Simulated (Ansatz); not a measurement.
NaF (model structure, started from the NiAs type, P6₃/mmc, No. 194, 4 atoms in the cell) was calculated with G0W0@PBEsol (hard PAW, contour deformation; Ansatz, an electronic-structure program).

The cell is the one relaxed with PBEsol. Conventional cell: a = 3.2020 Å, b = 3.2020 Å, c = 5.6142 Å, α = 90.00°, β = 90.00°, γ = 120.00°.

One run with a 9×9×4 mesh, response cutoff 100 eV and 208 empty bands, not extrapolated in mesh or basis; no spin–orbit coupling.

Highest filled and lowest empty level by k point (fractions of the reciprocal vectors of the cell (3.202 -0.000 0.000) (-1.601 2.773 -0.000) (-0.000 -0.000 5.614) Å; eV from the valence maximum of each method):

```csv
k,PBEsol filled,PBEsol empty,QP filled,QP empty
0 0 0,0.00,6.09,0.00,10.22
0 0.111 0.25,-0.06,6.96,-0.08,11.20
0 0.222 0.25,-0.14,7.92,(withheld),(withheld)
0 0.333 0,-0.22,8.87,-0.27,13.27
0.111 0.444 0.25,-0.39,10.99,-0.47,15.40
0.222 0.222 0.25,-0.41,9.88,(withheld),(withheld)
0.222 0.222 -0.5,-0.45,10.70,-0.54,15.24
0.222 0.333 0.25,-0.48,11.11,-0.57,15.60
```

Estimate the withheld levels to about 0.1 eV.


- 0 0.222 0.25, QP filled: -0.18
- 0 0.222 0.25, QP empty: 12.25
- 0.222 0.222 0.25, QP filled: -0.49
- 0.222 0.222 0.25, QP empty: 14.36

Note: the relaxation could raise the start's symmetry but not lower it, so the cell can be a saddle point.

A model structure was made by putting elements into a prototype or built by hand; it is no filed structure, need not be a known phase, and can be a saddle point held by its symmetry.
